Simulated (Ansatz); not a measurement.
## RuC (model structure, started from the NbAs type, I4₁md, No. 109, 4 atoms in the cell)

Computed with PBEsol in Ansatz (plane waves, PAW).

Settings: plane-wave cutoff 520 eV, 28×28×28 k mesh, Fermi–Dirac smearing 0.05 eV, no spin polarisation, scalar-relativistic PAW data made under PBE.

Cell (relaxed at this level):

RuC has the tetragonal space group I4₁md (No. 109), Pearson symbol tI8. Lattice parameters: a = 2.763 Å, b = 2.763 Å, c = 9.978 Å, α = 90.00°, β = 90.00°, γ = 90.00°. Ru on 4a has 6 C at 2.136 Å and 8 Ru at 2.763–2.852 Å. C on 4a sees 6 Ru at 2.136 Å (trigonal prismatic). (Neighbours: up to the widest gap in distance over summed covalent radii, below 1.35, at either atom; cation-cation and far metal-metal contacts left out.)
(The calculation used a cell of 4 atoms; values per cell refer to that cell.)

```json
{
  "bulk modulus B0": "383 GPa"
}
```

Note: the run has no spin polarisation, so it can have missed a magnetic state; the bulk modulus is −V dP/dV from two relaxed cells at ±2 % in volume; the relaxation could raise the start's symmetry but not lower it, so the cell can be a saddle point.

The computed numbers hold no vibrational or temperature effects.

It cost roughly 24 core-minutes of CPU time.

A model structure was made by putting elements into a prototype or built by hand; it is no filed structure, need not be a known phase, and can be a saddle point held by its symmetry.

Ansatz is a first-principles code.
